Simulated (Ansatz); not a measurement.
Base system: Au in the fcc (Cu type) structure (space group Fm-3m, No. 225; a = 4.048 Å; relaxed with 0.1 eV smearing). Axes: x, y, z lie along the cube axes.

Computed with Ansatz (a quantum-chemistry and plane-wave program), LDA, PAW, cutoff 420 eV, without spin-orbit coupling.

The change: the cell is compressed by 2.50 % along z with no lateral relaxation, atoms relaxed at fixed cell.

Q: Predict the new stress.

A: The stress (xx, yy, zz, yz, xz, xy; compression positive) comes out as (5.0, 5.0, 5.8, 0.0, 0.0, 0.0) GPa.

The cells carry an imposed strain or load. Whether these cells are dynamically stable was not tested.
